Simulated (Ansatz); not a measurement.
A relaxation of cell and atoms of LuAu₂ (I4/mmm, 3 atoms in the cell) with Ansatz (a program for electronic structure).

Computed with LDA (PW92), default PAW files made with PBE (plane waves; Ansatz).

The change in words: atoms on their sites; basis.ecutwfc: 420 eV → 295 eV; relax: default → cell and atoms. Reference geometry:
```yaml
crystal:
  lattice:
    - [-1.83158, 1.83158, 4.47095]
    - [1.83158, -1.83158, 4.47095]
    - [1.83158, 1.83158, -4.47095]
  atoms:
    - { symbol: Lu, position: [0.00559, 0.00559, 0.00000] }
    - { symbol: Au, position: [0.66394, 0.66394, 0.00000] }
    - { symbol: Au, position: [0.33606, 0.33606, 0.00000] }
```

Reference input (self-consistent single point, DFT, LDA (PW92), plane waves, default PAW files made with PBE): basis.ecutwfc = 420 eV; kpoints.mp_grid.grid = 9 9 9; hamiltonian.xc = lda; hamiltonian.pseudopotentials = {kind: paw} (the program's default PAW files); scf.occupations.method = gaussian; scf.occupations.width = 0.1 eV. This run's input differs from it in these lines:

Ansatz 0.2 input:
```diff
@@ -7,3 +7,3 @@
   atoms:
-    - { symbol: Lu, position: [0.005592, 0.005592, 0.000000] }
+    - { symbol: Lu, position: [0.000000, 0.000000, 0.000000] }
     - { symbol: Au, position: [0.663940, 0.663940, 0.000000] }
@@ -11,3 +11,3 @@
 basis:
-  ecutwfc: 420.0
+  ecutwfc: 295.0
 kpoints:
@@ -19,2 +19,4 @@
   occupations: { method: gaussian, width: 0.1 }
+relax:
+  cell: {}
 output:
```

Log, with long lists cut:

```
   [... SCF lines of the steps left out ...]
relax step   1: F+E_penalty+E_count = -40225.13540984 eV  Δ(F+E_penalty+E_count) = +0.000e0 eV  max|allowed force component| = 3.259e-2 eV/Å  Δτ_max = 0.0000 Å  P = -8.267 GPa  Ω = 59.995 Å³  (7 SCF iters, dr2 threshold 1.00e-7 eV, accepted)
relax step   2: F+E_penalty+E_count = -40225.36253125 eV  Δ(F+E_penalty+E_count) = -2.271e-1 eV  max|allowed force component| = 9.311e-2 eV/Å  Δτ_max = 0.0138 Å  P = +23.848 GPa  Ω = 51.604 Å³  energy of the carried Pulay correction = +5.769e-1 eV  [...]
   [... lines left out ...]
relax step  14: F+E_penalty+E_count = -40225.25021913 eV  Δ(F+E_penalty+E_count) = -3.247e-3 eV  max|allowed force component| = 5.185e-4 eV/Å  Δτ_max = 0.0002 Å  P = -0.010 GPa  Ω = 56.101 Å³  energy of the carried Pulay correction = +3.219e-3 eV  [...]
relax step  15: F+E_penalty+E_count = -40225.24597517 eV  Δ(F+E_penalty+E_count) = +4.244e-3 eV  max|allowed force component| = 1.028e-3 eV/Å  Δτ_max = 0.0000 Å  P = -0.011 GPa  Ω = 56.101 Å³  stress off target by 2.69e-2 GPa  SCF on the basis [...]
basis re-selected at this cell: Δ(F+E_penalty+E_count) = +4.244e-3 eV, ΔP = -0.001 GPa vs the last step
the relaxation is at rest under the 16 symmetry operations that the run kept from its start: a minimum is not shown …
Free energy (F): -40225.245975 eV
Internal energy: -40225.240443 eV  (E = F + TS)
E sigma→0 (E₀):  -40225.243209 eV
Entropy (-TS):   -0.005533 eV (-1.844 meV/atom)
Fermi energy:    19.765755 eV
--- Forces (eV/Å), atoms counted from 1 ---
  atom   1  Lu     0.00000000     0.00000000    -0.00000000
   [... lines left out ...]
  cell:  # Å, volume = 56.1006 Å³
   [... lines left out ...]
    - [1.7899254326407792, -1.7899254326407792, 4.377613223670537]
    - [1.7899254326407792, 1.7899254326407792, -4.377613223670537]
  atoms:
    - { symbol: Lu, position: [-5.658317885381484e-20, -5.65831788538149e-20, -1.8456221385691062e-34] }
    - { symbol: Au, position: [0.6655488527080752, 0.6655488527080752, -2.1598124849266286e-34] }
    - { symbol: Au, position: [0.33445114729192493, 0.33445114729192493, -7.527835426209403e-35] }
```

The run converged. 

Summary of the result:
```
Quantity                                                                                                                 Result
-----------------------------------------------  ------------------------------------------------------------------------------
Free energy E − TS (on the zero of these files)                                                                  -40225.2460 eV
Fermi level (on the code's own zero)                                                                                   19.77 eV
Pressure                                                                                                              -0.01 GPa
Largest force (vector length)                                                                                        0.001 eV/Å
Final cell                                       a = 5.0568 Å, b = 5.0568 Å, c = 5.0568 Å, α = 138.54°, β = 138.54°, γ = 60.08°
Final volume per atom                                                                                                  18.70 Å³
Relaxation steps                                                                                                             15
```

The starting cell comes from a database of computed structures (which also holds hypothetical and non-ambient phases and stackings), without a prior relaxation at this level. Its lattice was rescaled by up to half a per cent. The relaxation keeps the symmetry of its start, so its end need not be a minimum. Ansatz's pressure includes its estimate of the finite-basis (Pulay) stress. Without the estimate this run gives -11.14 GPa. The cutoff lies below the one recommended for these files.

Cost on one core of a shared machine: roughly 80 s.
